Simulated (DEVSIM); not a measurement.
Device: Schottky contact on n-type GaN, at 300 K.

| layer (left to right) | material | thickness (μm) | Nd (cm⁻³) | τn (s) | τp (s) |
|---|---|---|---|---|---|
| 1 | GaN | 6.70 | 8.7e16 | 7e-9 | 2.1e-10 |
| 2 | GaN | 1.60 | 9.7e17 | 7e-9 | 7e-9 |

Left contact: Schottky, work function 5.05 eV, emission velocity 8.5e6 cm/s. Right contact: ohmic. Voltage is applied to the left contact. Recombination: SRH at mid-gap. Mobility is μmin + (μ − μmin)/(1 + (N/Nref)^α).

The device is made up for the run: typed textbook-type constants, with dimensions and the other settings drawn at random. Values at 300 K.

| parameter | GaN |
|---|---|
| gap (eV) | 3.43 |
| affinity (eV) | 4.1 |
| permittivity | 9.5 |
| Nc (cm⁻³) | 2.3e18 |
| Nv (cm⁻³) | 4.6e19 |
| μn (cm²/Vs) | 1200 |
| μp (cm²/Vs) | 100 |
| μn,min | 55 |
| μp,min | 3 |
| Nref,n | 2e17 |
| Nref,p | 3e17 |
| αn | 1 |
| αp | 2 |

Simulated with DEVSIM: 1D drift-diffusion, Boltzmann statistics, complete ionisation; no tunnelling, impact ionisation, image-force lowering or self-heating. Metal contacts follow the ideal Schottky-Mott rule: no Fermi-level pinning, no interface dipoles.

Q: Tabulate band edges, carrier densities and field at zero bias.

A: Energies count from the Fermi level of the right contact; mesh points crowd at the junctions.

```json
[
 {"x (μm)": "0.000", "Ec (eV)": "0.950", "Ev (eV)": "-2.480", "n (cm⁻³)": "250", "p (cm⁻³)": "< 1e2", "field (V/cm)": "-170000"},
 {"x (μm)": "0.02597", "Ec (eV)": "0.573", "Ev (eV)": "-2.857", "n (cm⁻³)": "5.5e8", "p (cm⁻³)": "< 1e2", "field (V/cm)": "-120000"},
 {"x (μm)": "0.08412", "Ec (eV)": "0.132", "Ev (eV)": "-3.298", "n (cm⁻³)": "1.4e16", "p (cm⁻³)": "< 1e2", "field (V/cm)": "-29000"},
 {"x (μm)": "0.2004", "Ec (eV)": "0.085", "Ev (eV)": "-3.345", "n (cm⁻³)": "8.7e16", "p (cm⁻³)": "< 1e2", "field (V/cm)": "≈ 0"},
 {"x (μm)": "0.5944", "Ec (eV)": "0.085", "Ev (eV)": "-3.345", "n (cm⁻³)": "8.7e16", "p (cm⁻³)": "< 1e2", "field (V/cm)": "≈ 0"},
 {"x (μm)": "1.259", "Ec (eV)": "0.085", "Ev (eV)": "-3.345", "n (cm⁻³)": "8.7e16", "p (cm⁻³)": "< 1e2", "field (V/cm)": "≈ 0"},
 {"x (μm)": "2.636", "Ec (eV)": "0.085", "Ev (eV)": "-3.345", "n (cm⁻³)": "8.7e16", "p (cm⁻³)": "< 1e2", "field (V/cm)": "≈ 0"},
 {"x (μm)": "5.162", "Ec (eV)": "0.085", "Ev (eV)": "-3.345", "n (cm⁻³)": "8.7e16", "p (cm⁻³)": "< 1e2", "field (V/cm)": "≈ 0"},
 {"x (μm)": "5.971", "Ec (eV)": "0.085", "Ev (eV)": "-3.345", "n (cm⁻³)": "8.7e16", "p (cm⁻³)": "< 1e2", "field (V/cm)": "≈ 0"},
 {"x (μm)": "6.361", "Ec (eV)": "0.085", "Ev (eV)": "-3.345", "n (cm⁻³)": "8.7e16", "p (cm⁻³)": "< 1e2", "field (V/cm)": "≈ 0"},
 {"x (μm)": "6.556", "Ec (eV)": "0.085", "Ev (eV)": "-3.345", "n (cm⁻³)": "8.7e16", "p (cm⁻³)": "< 1e2", "field (V/cm)": "≈ 0"},
 {"x (μm)": "6.661", "Ec (eV)": "0.083", "Ev (eV)": "-3.347", "n (cm⁻³)": "9.2e16", "p (cm⁻³)": "< 1e2", "field (V/cm)": "-1200"},
 {"x (μm)": "6.695", "Ec (eV)": "0.059", "Ev (eV)": "-3.371", "n (cm⁻³)": "2.4e17", "p (cm⁻³)": "< 1e2", "field (V/cm)": "-25000"},
 {"x (μm)": "6.717", "Ec (eV)": "0.023", "Ev (eV)": "-3.407", "n (cm⁻³)": "9.6e17", "p (cm⁻³)": "< 1e2", "field (V/cm)": "-640"},
 {"x (μm)": "6.782", "Ec (eV)": "0.022", "Ev (eV)": "-3.408", "n (cm⁻³)": "9.7e17", "p (cm⁻³)": "< 1e2", "field (V/cm)": "≈ 0"},
 {"x (μm)": "6.902", "Ec (eV)": "0.022", "Ev (eV)": "-3.408", "n (cm⁻³)": "9.7e17", "p (cm⁻³)": "< 1e2", "field (V/cm)": "≈ 0"},
 {"x (μm)": "7.138", "Ec (eV)": "0.022", "Ev (eV)": "-3.408", "n (cm⁻³)": "9.7e17", "p (cm⁻³)": "< 1e2", "field (V/cm)": "≈ 0"},
 {"x (μm)": "7.592", "Ec (eV)": "0.022", "Ev (eV)": "-3.408", "n (cm⁻³)": "9.7e17", "p (cm⁻³)": "< 1e2", "field (V/cm)": "≈ 0"},
 {"x (μm)": "8.052", "Ec (eV)": "0.022", "Ev (eV)": "-3.408", "n (cm⁻³)": "9.7e17", "p (cm⁻³)": "< 1e2", "field (V/cm)": "≈ 0"},
 {"x (μm)": "8.191", "Ec (eV)": "0.022", "Ev (eV)": "-3.408", "n (cm⁻³)": "9.7e17", "p (cm⁻³)": "< 1e2", "field (V/cm)": "≈ 0"},
 {"x (μm)": "8.262", "Ec (eV)": "0.022", "Ev (eV)": "-3.408", "n (cm⁻³)": "9.7e17", "p (cm⁻³)": "< 1e2", "field (V/cm)": "≈ 0"},
 {"x (μm)": "8.300", "Ec (eV)": "0.022", "Ev (eV)": "-3.408", "n (cm⁻³)": "9.7e17", "p (cm⁻³)": "< 1e2", "field (V/cm)": "≈ 0"}
]
```
